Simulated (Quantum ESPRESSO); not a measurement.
A working Quantum ESPRESSO input for Mg6GaSi (Amm2, 8 atoms in the cell) (DFT, LDA (PW92), plane waves, PseudoDojo standard norm-conserving (LDA) pseudopotentials):

```fortran
&CONTROL
    calculation = 'scf'
    prefix = 'scf'
    outdir = './tmp/'
    pseudo_dir = './'
    verbosity = 'high'
    tprnfor = .true.
    tstress = .true.
/
&SYSTEM
    ibrav = 0
    celldm(1) = 9.1399476401
    nat = 8
    ntyp = 3
    ecutwfc = 85
    occupations = 'smearing'
    smearing = 'fermi-dirac'
    degauss = 0.0036749
/
&ELECTRONS
    conv_thr = 1.0d-10
    mixing_beta = 0.3
/
ATOMIC_SPECIES
Mg    24.3050  Mg.upf
Ga    69.7230  Ga.upf
Si    28.0850  Si.upf
ATOMIC_POSITIONS {crystal}
Mg    0.5000000000    0.3344200000    0.8343800000
Mg    0.5000000000    0.8343800000    0.3344200000
Mg    0.0000000000    0.1617300000    0.6632900000
Mg    0.0000000000    0.6632900000    0.1617300000
Mg    0.0000000000    0.6703800000    0.6703800000
Mg    0.0000000000    0.1689500000    0.1689500000
Ga    0.5000000000    0.3332000000    0.3332000000
Si    0.5000000000    0.8336400000    0.8336400000
K_POINTS {automatic}
4 3 3  1 1 1
CELL_PARAMETERS {alat}
   1.0000000000     0.0000000000     0.0000000000
   0.0000000000     0.6754070791     1.1090190074
   0.0000000000    -0.6754070791     1.1090190074
```

The run converged in 12 iterations: free energy E − TS -11872.2016 eV; Fermi level (on the code's own zero) 6.51 eV; pressure -3.80 GPa; largest force (vector length) 0.072 eV/Å. Each of these slips is then made, one at a time:

(1)
```diff
+    nbnd = 37
```

(2)
```diff
-Mg    24.3050  Mg.upf
+Mg    24.3050  mg_pbe_v1.4.uspp.F.UPF
```

Task: What happens in each case?

Result: 
(1) Too few bands. The program stopped before any SCF iteration.
```
Error in routine setup (1):
too few bands
```

(2) Potentials made for another functional. The program stopped before any SCF iteration.
```
Error in routine set_dft_from_name (4):
conflicting values for igcx
```

The starting cell comes from a database of computed structures (which also holds hypothetical and non-ambient phases and stackings), without a prior relaxation at this level. Its lattice was rescaled by a random factor within 2.5 % of one. In the base run, with a pressure of about -4 GPa the cell is away from its equilibrium volume at this level. Without a gap this mesh is coarse (it stands for a supercell whose shortest vector is 19 Å).

Left out of this page: 3 runs of the series outside the window shown, repeating another row's setting, or not comparable.
